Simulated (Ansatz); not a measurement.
System: O vacancy in monoclinic ZrO2 strained by +1.5 % along x and y, z held (charge state +2). The step: a nearby O atom hops onto the vacant site; the atom moves 2.27 Å along (0.13, 0.31, -0.24) of the unit cell; the moving atom starts with neighbours O at 2.64; Zr at 2.08, Zr at 2.13, Zr at 2.22 Å and ends with O at 2.64; Zr at 2.08, Zr at 2.13, Zr at 2.22 Å. DFT values are from Ansatz (plane-wave PAW, 420 eV unless said) in a cell of 96 host sites, spin-restricted, static, with no finite-size correction. The charge state is imposed; whether it is stable for some Fermi level was not computed. Forms of the defect that were not tried may lie lower. For the PBE band: the saddle point's order was not checked, and it lies on a symmetry element of the cell, where a band can be held.

```csv
Level,Forward barrier (eV),Cost of the band or of the saddle's single point
"CHGNet universal potential (has no charge state), its own band",0.64,-
"PBE, the Γ point alone, band relaxed",0.48,very roughly 19 core-minutes
"PBE, a 2×2×2 k-point mesh shifted by half a step, same geometries",0.48,about 5 core-minutes (a rough figure)
```

Ansatz is an electronic-structure program.
